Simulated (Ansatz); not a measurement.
**Quick settings and what they miss: ScHO₂ (P2_1/m, 8 atoms in the cell)**

Self-consistent single point.

```yaml
crystal:
  lattice:
    - [4.04214, 0.00000, 0.00000]
    - [0.00000, 3.27759, 0.00000]
    - [-1.86220, 0.00000, 5.14528]
  atoms:
    - { symbol: Sc, position: [0.66425, 0.25000, 0.81347] }
    - { symbol: Sc, position: [0.33575, 0.75000, 0.18653] }
    - { symbol: H, position: [0.99357, 0.75000, 0.59705] }
    - { symbol: H, position: [0.00643, 0.25000, 0.40295] }
    - { symbol: O, position: [0.23208, 0.25000, 0.94276] }
    - { symbol: O, position: [0.76792, 0.75000, 0.05724] }
    - { symbol: O, position: [0.74724, 0.75000, 0.56617] }
    - { symbol: O, position: [0.25276, 0.25000, 0.43383] }
```

Method: PBEsol, PAW files made with PBE (plane waves; Ansatz, a program for electronic structure).

Base settings: basis.ecutwfc = 30.9 Ry; kpoints.mp_grid.grid = 9 10 7; hamiltonian.xc = pbesol; hamiltonian.pseudopotentials = {kind: paw} (the program's default PAW files); scf.occupations.method = fixed.

Tight run (finer mesh or higher cutoff; not a proven limit): basis.ecutwfc: 30.9 Ry → 43.4 Ry; kpoints.mp_grid.grid: 9 10 7 → 13 14 10; scf.convergence.dr2_threshold: default (1e-07 eV) → 1e-09 eV. It gave top of the valence band (on the code's own zero) 8.30 eV; gap on the k-point mesh 4.14 eV; pressure 8.49 GPa; largest force (vector length) 1.190 eV/Å.

Quick runs, as changes from the base:
- A: the base itself
- B: basis.ecutwfc: 30.9 Ry → 15.4 Ry; kpoints.mp_grid.grid: 9 10 7 → 2 2 2; scf.occupations.method: fixed → fermi_dirac; kpoints.mp_grid.shift: default → 0.5 0.5 0.5; scf.occupations.width: default → 0.0367 Ry
- C: basis.ecutwfc: 30.9 Ry → 24.6 Ry; kpoints.mp_grid.grid: 9 10 7 → 2 2 2; scf.occupations.method: fixed → fermi_dirac; kpoints.mp_grid.shift: default → 0.5 0.5 0.5; scf.occupations.width: default → 0.02 Ry
- D: basis.ecutwfc: 30.9 Ry → 15.4 Ry; kpoints.mp_grid.grid: 9 10 7 → 4 4 4; scf.occupations.method: fixed → methfessel_paxton; scf.occupations.width: default → 0.0147 Ry
- E: kpoints.mp_grid.grid: 9 10 7 → 4 4 4; hamiltonian.xc: pbesol → lda [LDA (PW92)]
- F: basis.ecutwfc: 30.9 Ry → 21.7 Ry; kpoints.mp_grid.grid: 9 10 7 → 8 8 8; hamiltonian.xc: pbesol → lda; scf.occupations.method: fixed → methfessel_paxton; scf.occupations.width: default → 0.01 Ry [LDA (PW92)]
- G: kpoints.mp_grid.grid: 9 10 7 → 3 3 3; hamiltonian.xc: pbesol → b3lyp [B3LYP]
- H: kpoints.mp_grid.grid: 9 10 7 → 2 2 2; hamiltonian.xc: pbesol → hse06 [HSE06]

Energies are extrapolated to zero smearing width, which holds to low order in the width alone.

Dashes: gap of B, C, left out as unsure on this mesh or at this smearing; energy of E, F, G, H, another energy zero; count of G, H, another kind of functional, whose work the count does not hold.

Gaps are read on each run's own mesh, which may miss the band edges.

† marks runs with another functional, U, potentials or spin treatment: their distance from the tight run is not a convergence error alone.

The count of work is k-points × plane waves × bands × iterations; it is no time. 

Pressures in the table are Ansatz's without its Pulay estimate, at a fixed set of plane waves; the tight run's value above holds the estimate.

The starting cell comes from a database of computed structures (which also holds hypothetical and non-ambient phases and stackings), without a prior relaxation at this level. Its lattice was rescaled by a random factor within 2.5 % of one. In the base run, with a pressure of about 9 GPa the cell is away from its equilibrium volume at this level. In the base run, forces exceed 1 eV/Å.

| run | energy less tight (meV/atom) | pressure less tight (GPa) | largest miss in a force vector (eV/Å) | gap on the mesh less tight (eV) | count of work / tight |
|---|---|---|---|---|---|
| A | 2.5 | -0.45 | 0.014 | -0.001 | 0.18 |
| B | 2378.2 | -165.69 | 0.844 | – | 0.00065 |
| C | 58.7 | -8.15 | 0.137 | – | 0.0012 |
| D | 2363.1 | -165.80 | 0.847 | 0.038 | 0.0086 |
| E† | – | -6.21 | 0.210 | -0.045 | 0.028 |
| F† | – | -32.60 | 0.114 | -0.048 | 0.082 |
| G† | – | 5.45 | 0.986 | 2.157 | – |
| H† | – | 1.14 | 0.898 | 2.120 | – |

Among the runs at the tight run's level, the energy misses run from 2.5 to 2378.2 meV/atom.

Keys are those of Ansatz 0.2.
